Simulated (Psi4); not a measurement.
Psi4 1.11, B3LYP/def2-svpd, scf_type pk: Zr(F)4 ([F][Zr]([F])([F])[F]), 5 atoms. The geometry is a generated start, not checked to be a minimum at this level.

```
Item                                                Result
-------------------------  -------------------------------
task                                                energy
method                                               b3lyp
basis                                            def2-svpd
memory                                                7 GB
e_convergence                                        1e-08
d_convergence                                        1e-07
guess                       auto, which took SAD (default)
diis_max_vecs                                 10 (default)
scf_initial_accelerator                    adiis (default)
dft_radial_points                             75 (default)
dft_spherical_points                         302 (default)
effective core potentials  those of the basis set, past Kr
basis functions                                        126
grid points                                         109793
```

```xyz
5

Zr     0.0000     0.0001    -0.0001
F      1.2091     0.8661    -1.0878
F      0.8980    -1.1604     1.1145
F     -1.1930    -0.9454    -1.0384
F     -0.9141     1.2395     1.0117
```

The reference run uses exact four-centre integrals (scf_type = pk). One run each, on a shared machine, so no times are given.

Settings tried, all else as in the reference:
- scf_type = dfdirj+cosx
- scf_type = dfdirj+cosx, cosx_radial_points_final = 75, cosx_spherical_points_final = 302
- scf_type = cd, cholesky_tolerance = 1e-05
- scf_type = dfdirj+link
- scf_type = dfdirj+cosx, cosx_radial_points_final = 25, cosx_spherical_points_final = 50
- scf_type = mem_df
- scf_type = cd, cholesky_tolerance = 0.0001 (default)
- scf_type = dfdirj+cosx, cosx_radial_points_final = 50, cosx_spherical_points_final = 194
- scf_type = cd, cholesky_tolerance = 1e-06
- scf_type = cd, cholesky_tolerance = 0.001
- scf_type = cd, cholesky_tolerance = 0.01
- scf_type = dfdirj+snlink

### Question
Which of these stay within 1.0 meV/atom in energy of the reference run?

### Answer
Within it: scf_type = mem_df; scf_type = cd, cholesky_tolerance = 1e-06; scf_type = cd, cholesky_tolerance = 1e-05; scf_type = dfdirj+cosx, cosx_radial_points_final = 50, cosx_spherical_points_final = 194; scf_type = dfdirj+cosx, cosx_radial_points_final = 75, cosx_spherical_points_final = 302; scf_type = dfdirj+link; scf_type = dfdirj+snlink; scf_type = dfdirj+cosx. Outside: scf_type = cd, cholesky_tolerance = 0.0001 (default); scf_type = cd, cholesky_tolerance = 0.001; scf_type = dfdirj+cosx, cosx_radial_points_final = 25, cosx_spherical_points_final = 50; scf_type = cd, cholesky_tolerance = 0.01.

```csv
setting,energy against the reference
scf_type = mem_df,−0.13 meV/atom
"scf_type = cd, cholesky_tolerance = 1e-06",−0.13 meV/atom
"scf_type = cd, cholesky_tolerance = 1e-05",−0.28 meV/atom
"scf_type = dfdirj+cosx, cosx_radial_points_final = 50, cosx_spherical_points_final = 194",−0.45 meV/atom
"scf_type = dfdirj+cosx, cosx_radial_points_final = 75, cosx_spherical_points_final = 302",−0.51 meV/atom
scf_type = dfdirj+link,−0.54 meV/atom
scf_type = dfdirj+snlink,−0.55 meV/atom
scf_type = dfdirj+cosx,−0.63 meV/atom
"scf_type = cd, cholesky_tolerance = 0.0001 (default)",−2.1 meV/atom
"scf_type = cd, cholesky_tolerance = 0.001",−3.9 meV/atom
"scf_type = dfdirj+cosx, cosx_radial_points_final = 25, cosx_spherical_points_final = 50",−8.2 meV/atom
"scf_type = cd, cholesky_tolerance = 0.01",−34 meV/atom
```

Total energies are compared; such shifts often cancel in part in energy differences. The DFDIRJ builders fit J, which adds its shift to that of exchange. Psi4 runs the final COSX grid once, on the density of the start grid. No test of the SCF solution's stability was run. Also tried and not ranked: scf_type = direct (same energy as a listed run). The tolerance is a choice made for this comparison.
